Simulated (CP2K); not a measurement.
Input and output of a self-consistent single point for LiCuS2 (Pnnm, 8 atoms in the cell) (CP2K).

Computed with LDA (Pade form), GPW, DZVP-MOLOPT-SR-GTH basis, GTH-PADE potentials (GTH_POTENTIALS) run with CP2K 2026.2.

```yaml
crystal:
  lattice:
    - [5.96554, 0.00000, 0.00000]
    - [0.00000, 6.65461, 0.00000]
    - [0.00000, 0.00000, 3.37499]
  atoms:
    - { symbol: Li, position: [0.00000, 0.50000, 0.50000] }
    - { symbol: Li, position: [0.50000, 0.00000, 0.00000] }
    - { symbol: Cu, position: [0.00000, 0.00000, 0.00000] }
    - { symbol: Cu, position: [0.50000, 0.50000, 0.50000] }
    - { symbol: S, position: [0.18406, 0.85406, 0.50000] }
    - { symbol: S, position: [0.81594, 0.14594, 0.50000] }
    - { symbol: S, position: [0.68406, 0.64594, 0.00000] }
    - { symbol: S, position: [0.31594, 0.35406, 0.00000] }
```

Reference input (self-consistent single point, DFT PBEsol, GPW, DZVP-MOLOPT-SR-GTH basis, GTH-PBE potentials (GTH_POTENTIALS)): CUTOFF = 600 Ry; REL_CUTOFF = 50 Ry; KPOINTS/SCHEME = MONKHORST-PACK 3 3 5; XC_FUNCTIONAL = PBE:PBESOL; Li/BASIS_SET = DZVP-MOLOPT-SR-GTH; Li/POTENTIAL = GTH-PBE-q3; Cu/BASIS_SET = DZVP-MOLOPT-SR-GTH; Cu/POTENTIAL = GTH-PBE-q11; S/BASIS_SET = DZVP-MOLOPT-SR-GTH; S/POTENTIAL = GTH-PBE-q6; METHOD = GPW; EPS_DEFAULT = 1e-10. This run's input differs from it in these lines:

```diff
@@ -39,6 +39,3 @@
     &XC
-      &XC_FUNCTIONAL
-        &PBE
-          PARAMETRIZATION PBESOL
-        &END PBE
+      &XC_FUNCTIONAL PADE
       &END XC_FUNCTIONAL
@@ -79,3 +76,3 @@
       BASIS_SET DZVP-MOLOPT-SR-GTH
-      POTENTIAL GTH-PBE-q3
+      POTENTIAL GTH-PADE-q3
     &END KIND
@@ -83,3 +80,3 @@
       BASIS_SET DZVP-MOLOPT-SR-GTH
-      POTENTIAL GTH-PBE-q11
+      POTENTIAL GTH-PADE-q11
     &END KIND
@@ -87,3 +84,3 @@
       BASIS_SET DZVP-MOLOPT-SR-GTH
-      POTENTIAL GTH-PBE-q6
+      POTENTIAL GTH-PADE-q6
     &END KIND
```

Output, abridged:

```
 SCF WAVEFUNCTION OPTIMIZATION

  Step     Update method      Time    Convergence         Total energy    Change
     1 NoMix/Diag. 0.40E+00      -     2.10630653      -152.1376498116 -1.52E+02
     2 Broy./Diag. 0.40E+00      -     0.51148133      -156.4105918505 -4.27E+00
     3 Broy./Diag. 0.40E+00      -     0.06856156      -150.9946615953  5.42E+00
     4 Broy./Diag. 0.40E+00      -     0.03471456      -151.9754436890 -9.81E-01
     5 Broy./Diag. 0.40E+00      -     0.02220081      -152.3274637915 -3.52E-01
     6 Broy./Diag. 0.40E+00      -     0.00364349      -152.0497692459  2.78E-01
   [... 6 lines left out ...]
    13 Broy./Diag. 0.40E+00      -     0.00000464      -151.9952038268  1.93E-04
    14 Broy./Diag. 0.40E+00      -     0.00000256      -151.9952135804 -9.75E-06
    15 Broy./Diag. 0.40E+00      -     0.00000192      -151.9952507138 -3.71E-05
    16 Broy./Diag. 0.40E+00      -     0.00000069      -151.9952756193 -2.49E-05
  *** SCF run converged in    16 steps ***

  Overlap energy of the core charge distribution:               0.00000005250340
  Self energy of the core charge distribution:               -238.21802638489800
  Core Hamiltonian energy:                                     65.03768642976797
  Hartree energy:                                              48.66657789292908
  Exchange-correlation energy:                                -27.48151360963270

  Total energy:                                              -151.99527561933024

 ENERGY| Total FORCE_EVAL ( QS ) energy [hartree]           -151.995285400388553

 FORCES| Atomic forces [hartree/bohr]
 FORCES|   Atom     x               y               z               |f|
 FORCES|      1 -6.49975245E-09 -1.25877351E-09 -9.69784696E-11   6.62123081E-09
   [... lines left out ...]

 STRESS| Analytical stress tensor [bar]
 STRESS|                        x                   y                   z
 STRESS|      x       -4.31917456022E+04  -1.62693130339E-01   5.86737101673E-07
 STRESS|      y       -1.62693130339E-01  -4.14645343834E+04   1.89469653922E-03
 STRESS|      z        5.86737101673E-07   1.89469653922E-03  -4.48634341776E+04
 STRESS| 1/3 Trace                                            -4.31732380544E+04
```

The run converged in 16 iterations. Against the reference run the pressure goes from -1.71 to -4.32 GPa, the largest force goes from 0.062 to 0.183 eV/Å and the gap on the mesh goes from 0.582 to 0.564 eV.

The starting cell comes from a database of computed structures (which also holds hypothetical and non-ambient phases and stackings), without a prior relaxation at this level. Values carry the incompleteness of an atom-centred basis. With a pressure of about -4 GPa the cell is away from its equilibrium volume at this level.
